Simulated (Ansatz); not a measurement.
Start from KMgF$_{3}$ in the cubic perovskite structure (space group Pm-3m, No. 221; a = 4.054 Å).

Calculations: PBE, PAW, 420 eV (Ansatz, a quantum-chemistry and plane-wave program; spin-orbit coupling left out).

Base values:

| Quantity | Value |
|---|---|
| Width of the top valence band | 0.52 eV |

It is then changed as follows: every lattice vector is shortened by 3.00 %; the atoms relax in the strained cell.

**Question.** What happens to the energy relative to the base and width of the top valence band?

**Answer.** The energy goes up by 25 meV/atom; the width of the top valence band grows by 0.067 eV, from 0.52 eV to 0.58 eV.

The levels and masses belong to the bands next to the band gap. Whether these cells are dynamically stable was not tested.
